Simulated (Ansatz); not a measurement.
Hypothetical P6_422 BAs, pressure series

The reference is BAs (space group P6_422, No. 181; a = 3.4587 Å, c = 7.4818 Å; a hypothetical phase, not in the database extracts checked).

Cell and atoms are relaxed at each pressure.

Levels (all Ansatz, an electronic-structure program, PAW): PBE (420 eV, spin-orbit coupling left out); PBEsol (420 eV, no SOC).

The base cell above is that of PBE; each level relaxes its own structures.

```csv
case,"band gap, PBE","band gap, PBEsol"
pressure −2 GPa,0.52 eV,0.35 eV
pressure −1 GPa,0.50 eV,?
pressure 0.3 GPa,0.47 eV,?
pressure 0.7 GPa,0.46 eV,0.30 eV
pressure 1.5 GPa,0.45 eV,?
pressure 3 GPa,0.42 eV,0.25 eV
pressure 5 GPa,0.38 eV,?
pressure 7.5 GPa,0.34 eV,0.17 eV
pressure 10 GPa,0.29 eV,0.13 eV
```

Question: Complete the table.

Answer: 
- pressure −1 GPa, band gap, PBEsol: 0.33 eV
- pressure 0.3 GPa, band gap, PBEsol: 0.30 eV
- pressure 1.5 GPa, band gap, PBEsol: 0.28 eV
- pressure 5 GPa, band gap, PBEsol: 0.22 eV

PBE lies above PBEsol in every row, by 0.16 eV to 0.17 eV. Near ties aside, they put the cases in the same order.

Load acts through the strain it causes; cell and atoms are relaxed under it. Whether these cells are dynamically stable was not tested. No other phases were tried under pressure. The base started in P3_121 and relaxed to P6_422 at this level. A zero or small gap of BAs under pressure 0.7 GPa, BAs under pressure 1.5 GPa, BAs under pressure 3 GPa and BAs under pressure 5 GPa can be the functional's error rather than a property of the material.
